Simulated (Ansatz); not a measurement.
## Response to strain in hypothetical P6_422 SiC

Base system: SiC (space group P6_422, No. 181; a = 3.066 Å, c = 7.031 Å; a hypothetical phase, not in the database extracts checked). Axes: x lies along a and z along c of the hexagonal cell.

Strains are applied to the cell and any free atomic positions relax; under biaxial strain the out-of-plane vector relaxes too.

Levels (all Ansatz, a quantum-chemistry and plane-wave program, PAW): PBEsol (420 eV, without spin-orbit coupling); r2SCAN (500 eV, spin-orbit coupling left out); HSE06 (420 eV, no spin-orbit coupling).

Band gaps by level, all at the geometries relaxed with PBEsol:

```json
[
 {"case": "base", "PBEsol": "0.77 eV", "r2SCAN": "1.17 eV", "HSE06": "1.63 eV"},
 {"case": "biaxial strain −2.31 %, plane normal [001], relaxed out of plane", "PBEsol": "0.38 eV", "r2SCAN": "0.76 eV", "HSE06": "1.23 eV"},
 {"case": "biaxial strain +3.65 %, plane normal [001], relaxed out of plane", "PBEsol": "0.89 eV", "r2SCAN": "1.27 eV", "HSE06": "1.78 eV"},
 {"case": "uniaxial strain ε_xx = +2.22 %", "PBEsol": "0.82 eV", "r2SCAN": "1.23 eV", "HSE06": "(withheld)"},
 {"case": "uniaxial strain ε_xx = +2.84 %", "PBEsol": "0.83 eV", "r2SCAN": "1.24 eV", "HSE06": "(withheld)"}
]
```

**Question.** Some entries are withheld; estimate them.

**Answer.** 
- uniaxial strain ε_xx = +2.22 %, HSE06: 1.68 eV
- uniaxial strain ε_xx = +2.84 %, HSE06: 1.69 eV

Single points use the geometry relaxed with PBEsol. The hybrid gap comes from the SCF mesh plus the semilocal run's edge points and a few special points and is an upper bound. Whether these cells are dynamically stable was not tested. The base started in P3_121 and relaxed to P6_422 at this level.
